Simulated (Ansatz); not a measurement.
Base system: SiO2 (space group P3_221, No. 154; a = 5.022 Å, c = 5.510 Å). Axes: x lies along a and z along c of the hexagonal cell.

Calculations: PBE (Ansatz, a program for electronic structure; PAW; 420 eV plane waves; no spin-orbit coupling).

It is then changed as follows: the cell is scaled by 0.9925 in all directions, atoms relaxed at fixed cell.

Problem. Predict the stress tensor and what it implies for the stiffness.

Solution. Stress of the strained cell less that of the base (GPa, compression positive):
```
   0.72    0.00    0.00
   0.00    0.72    0.00
   0.00    0.00    0.87
```

Then B = −ΔP/(ΔV/V₀) with ΔV/V₀ = -0.0223 gives secant stiffness values (nonlinear terms included at this strain): B (at held cell shape, above the free-shape value) ≈ 35 GPa.

Whether these cells are dynamically stable was not tested.
